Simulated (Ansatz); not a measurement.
Take BaTiO$_{3}$ in the cubic perovskite structure (space group Pm-3m, No. 221; a = 4.019 Å) as the base. Axes: x, y, z lie along the cube axes.

The values are results of PBE (Ansatz, a first-principles code, PAW, no spin-orbit coupling), not measurements.

One thing is altered: the cell is scaled by 1.0147 in all directions; the atoms relax in the strained cell.

Question: Predict the stress tensor and what it implies for the stiffness.

Answer: Stress of the strained cell less that of the base (GPa, compression positive):
```
  -6.47    0.00    0.00
   0.00   -6.47    0.00
   0.00    0.00   -6.47
```

Then B = −ΔP/(ΔV/V₀) with ΔV/V₀ = 0.0448 gives secant stiffness values (nonlinear terms included at this strain): B ≈ 144 GPa.

As a check, the harmonic strain energy −½ V₀ Δσ:ε is 12 meV/atom; the computed energy rise is 12 meV/atom.

Stability against distortions was not tested. The final runs are not spin-polarised. Many cubic perovskites are stable only at high temperature; tilts and polar distortions were not tested. This is not the structure that BaTiO3 has at room temperature and ambient pressure.
